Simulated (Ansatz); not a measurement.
**What pressure 7.5 GPa does to Nb2O5**

Take Nb$_{2}$O$_{5}$ (space group C2/c, No. 15; a = 12.787 Å, b = 4.887 Å, c = 5.552 Å, α = γ = 90.00°, β = 104.36°) as the base.

It is then changed as follows: cell and atoms relaxed at a pressure of 7.5 GPa.

The values are results of PBEsol (Ansatz, an electronic-structure program), spin-orbit coupling left out, not measurements. Settings: 6×6×5 k-points, 0.05 eV Fermi–Dirac smearing.

The shortest interatomic distance hardly moves (1.804 Å against 1.802 Å) and the enthalpy H = E + PV relative to the base's energy comes out as +0.54 eV/atom. The band gap increases by 0.17 eV, from 2.61 eV to 2.78 eV (an upper bound: an edge found on the path is not a true extremum; the base alone).

Final structure:

```xyz
14
Lattice="6.3190 -2.3967 -0.1358 6.3190 2.3967 -0.1358 -1.4753 0.0000 5.2245" Properties=species:S:1:pos:R:3 pbc="T T T"
Nb     4.1994    -1.2581     1.2545
Nb     6.9635     1.2581     3.6984
Nb     7.7011    -1.2581     1.0861
Nb     3.4617     1.2581     3.8667
O      2.4284    -0.3718     0.6129
O      8.7344     0.3718     4.3399
O      9.4720    -0.3718     1.7277
O      1.6908     0.3718     3.2252
O      5.2126     2.0038     3.7826
O      5.9502    -2.0038     1.1703
O      6.2453    -0.2842     4.7943
O      4.9175     0.2842     0.1585
O      4.1799    -0.2842     2.7708
O      6.9829     0.2842     2.1821
```

Load acts through the strain it causes; cell and atoms are relaxed under it. Stability against distortions was not tested. No other phases were tried under pressure.
